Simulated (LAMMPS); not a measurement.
LAMMPS 22 Jul 2025, classical MD, EAM (W_zhou.eam.alloy): W, 128000 atoms.

```text
units metal
atom_style atomic
read_data unit.data
replicate 40 40 40
pair_style eam/alloy
pair_coeff * * W_zhou.eam.alloy W
velocity all create 1600 4928 dist gaussian loop geom
fix 1 all nve
fix 2 all langevin 800 800 0.08 9876 zero yes
timestep 0.002
thermo 100
run 300
reset_timestep 0
write_restart start.rst
```

```text
read_restart start.rst
pair_style eam/alloy
pair_coeff * * W_zhou.eam.alloy W
neighbor 4.0 bin
neigh_modify every 1 delay 0 check yes
fix 1 all nve
timestep 0.002
thermo_style custom step temp pe etotal press
thermo_modify format float %.10g
thermo 100
group probe id 1:48
dump probe probe custom 1000000 forces.txt id fx fy fz
dump_modify probe sort id format float %.8g
run 500
```

```bash
# ahead of the timed run: OMP_NUM_THREADS=1 mpirun -np 48 lmp -in in.warm -log none -nocite
OMP_NUM_THREADS=1 mpirun -np 32 lmp -in in.lmp -log log.lammps -nocite
```

Hardware: Arm Neoverse V2, 96 cores on 1 socket, no SMT, 1 L3 cache group.

On 32 ranks this takes 6.4 s. Times are wall-clock medians of two to five runs, from launch to exit, with nothing else on the machine. Unless noted, each process is bound to its own block of adjacent cores. The build: PyPI wheel: MPICH, OPENMP and OPT packages; another build can shift the numbers. Scratch files lie in a memory file system. A preparatory run goes ahead and isn't timed.

Question: What should be changed to get the same answer (within 1.0 meV/atom in energy, 10 meV/Å in forces on 48 atoms, 0.20 meV an atom in drift of the total energy) sooner? Keep to 32 cores.

Answer: This is not unique; one that fits is going from skin = 4 Å to skin = 0.2 Å, one of the fastest among the values tried that keep the result.

```diff
-neighbor 4.0 bin
+neighbor 0.2 bin
```

Time: 6.4 s to 4.5 s (1.4× as fast). List entries an atom go from 222 to 70, Neigh from 0 to 0.57 s and Pair from 6 to 3.5 s. Neighbour list builds go from 0 to 89. These two results differ by: energy equal as printed, forces on 48 atoms equal as printed, drift of the total energy equal as printed. Others tried: skin = 1 Å (4.8 s); skin = 0.5 Å (4.9 s); skin = 1.5 Å (5.5 s); skin = 2 Å (5.8 s); skin = 3 Å (6.0 s). 1 planned setting was not run, for want of time.
